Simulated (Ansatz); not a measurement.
Take Ti₃AlN in the anti-perovskite structure (space group Pm-3m, No. 221; a = 4.0861 Å; a cell from a computed database, its experimental status unchecked) as the base.

All numbers come from PBEsol/PAW in Ansatz (a first-principles code), no spin-orbit coupling.

One change was made to it. Results:

The density goes up by 0.08 g/cm³ (4.49 g/cm³ → 4.57 g/cm³); the shortest interatomic distance decreases by 0.011 Å (2.043 Å → 2.032 Å).

**Question.** Which change produced these results?
(A) pressure −1 GPa
(B) pressure 7.5 GPa
(C) pressure 0.7 GPa
(D) pressure 10 GPa
(E) pressure 3 GPa

**Answer.** E, pressure 3 GPa. For comparison, the density in the other runs: pressure 0.7 GPa gives 4.51 g/cm³; pressure −1 GPa gives 4.47 g/cm³; pressure 7.5 GPa gives 4.68 g/cm³; pressure 10 GPa gives 4.73 g/cm³.

Load acts through the strain it causes; cell and atoms are relaxed under it. No phonon test of stability was made. No other phases were tried under pressure. The final runs are not spin-polarised.
